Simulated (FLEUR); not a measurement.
Worked example: self-consistent single point of Co (P6_3/mmc, 4 atoms in the cell) in FLEUR.

Level of theory: FLEUR with PBE, all-electron FLAPW (FLEUR), scalar-relativistic valence.

The change in words: lattice scaled by 0.98. Reference geometry:
```xyz
4
Lattice="2.4664 0.0000 0.0000 -1.2332 2.1359 0.0000 0.0000 0.0000 8.0745" Properties=species:S:1:pos:R:3 pbc="T T T"
Co     0.0000     0.0000     0.0000
Co     0.0000     0.0000     4.0372
Co     0.0000     1.4240     2.0186
Co     1.2332     0.7120     6.0559
```
Moments meant for the start (each program seeds them in its own way; μB, in the order of the atoms Co Co Co Co): 3.0 3.0 3.0 3.0.

Reference input (self-consistent single point, DFT, PBE, all-electron FLAPW (FLEUR), scalar-relativistic valence): Kmax = 3.6 1/bohr; GmaxXC = 14.4 1/bohr; xcFunctional = pbe; jspins = 2; l_soc = F; mode = hist; fermiSmearingEnergy = 0.00367493 Htr; mesh (inpgen div1-3) = 14 14 4; inpgen gamma flag = true; Gmax = 14.4 1/bohr; numbands = 0; maxIterBroyd = 15. This run's input differs from it in these lines:

```diff
@@ -3,6 +3,6 @@
 &input film=f /
-1.0000000000 -0.0000000318 0.0000000000
--0.4999999725 0.8660254197 0.0000000000
-0.0000000000 0.0000000000 3.2738444080
-4.6607455631
+1.0000000000 -0.0000001046 0.0000000000
+-0.4999999095 0.8660254561 0.0000000000
+0.0000000000 0.0000000000 3.2738444042
+4.5675304262
 1.0 1.0 1.0
@@ -45,5 +45,5 @@
          <bravaisMatrix>
-            <row-1>    4.6607455630999999    -0.0000001482117089     0.0000000000000000</row-1>
-            <row-2>   -2.3303726533794968     4.0363241323985903     0.0000000000000000</row-2>
-            <row-3>    0.0000000000000000     0.0000000000000000    15.2585557988657463</row-3>
+            <row-1>    4.5675304262000003    -0.0000004777636826     0.0000000000000000</row-1>
+            <row-2>   -2.2837647997384964     3.9555976206004826     0.0000000000000000</row-2>
+            <row-3>    0.0000000000000000     0.0000000000000000    14.9533839268281117</row-3>
          </bravaisMatrix>
```

Output, abridged:

```
 Iteration:     1   Distance:      36.81431951 me/bohr^3
 Iteration:     2   Distance:      35.31731383 me/bohr^3
 Iteration:     3   Distance:      22.88001171 me/bohr^3
 Iteration:     4   Distance:       4.76716668 me/bohr^3
 Iteration:     5   Distance:       2.94117416 me/bohr^3
   [... 16 lines left out ...]
 Iteration:    22   Distance:       0.00014285 me/bohr^3
 Iteration:    23   Distance:       0.00002835 me/bohr^3
 Iteration:    24   Distance:       0.00001097 me/bohr^3
 Iteration:    25   Distance:       0.00000693 me/bohr^3
 Run finished successfully
 Stop message:
   Structural relaxation: Done

[file out, last iteration]
             iter=     26
[...]
          total density-effective poten   -8.8584218957E+03
          total charge density-energy d   -2.3891741740E+02
 Updated energy parameters for spin:           1
 Updated energy parameters for spin:           2
[...]
 fermi energy and band-weighting factors:

[...]
FERMIE:
          first approx. to ef    (T=0)  :   0.427245 htr   (energy of the highest occ. eigenvalue)
          number of occ. states  (T=0)  :       4341
          first approx. to seigv (T=0)  : -29.436077 htr
          sum of weights of occ. states :  60.001276
          sum of semicore charge        :   0.000000 e
FERHIS:  Fermi-Energy by histogram:
          bandgap                     :   0.000020 htr
   [... lines left out ...]
          charge neutrality (T=0)     :   0.001276    (zero if the highest occ. eigenvalue is "entirely" occupied)
     EF_NEWTON:  Adjust Fermi-Energy by Newton-Method.
 Direct bandgap for spin            1 :    1.8018261654819734E-002  Htr
 Direct bandgap for spin            2 :    2.7302368574789737E-003  Htr
 ---->    free energy=                     -5573.8809703415 htr
   [... lines left out ...]
 ***** TOTAL FORCES ON ATOMS *****
 TOTAL FORCE FOR ATOM TYPE=  1  X=  0.000   Y=  0.000   Z=  0.000
                       FX_TOT= 0.000000 FY_TOT= 0.000000 FZ_TOT= 0.000000
 TOTAL FORCE FOR ATOM TYPE=  2  X=  2.284   Y= -1.319   Z=  3.738
                       FX_TOT= 0.000000 FY_TOT= 0.000000 FZ_TOT= 0.000000
 Structural relaxation: Done
```

The run converged in 25 iterations. FLEUR gives forces in its relaxation mode, with a further iteration, so its stop message speaks of a relaxation. Against the reference run the free energy goes up by 50.9 meV/atom and the size of the net moment goes from 1.60 to 1.54 μB/atom.

The starting cell comes from a database of computed structures (which also holds hypothetical and non-ambient phases and stackings), without a prior relaxation at this level. Its lattice was rescaled by a random factor within 2.5 % of one. For this run, on top of that: lattice scaled by 0.98. The magnetic order is the one reached from the typed start; others were not searched systematically. Values depend on the basis (sphere radii, cutoffs, local orbitals), which need not be converged. The log's line on a gap gives a spacing of levels on this mesh, which the program prints for metals too.

Cost on one core of a shared machine: roughly 4 min.
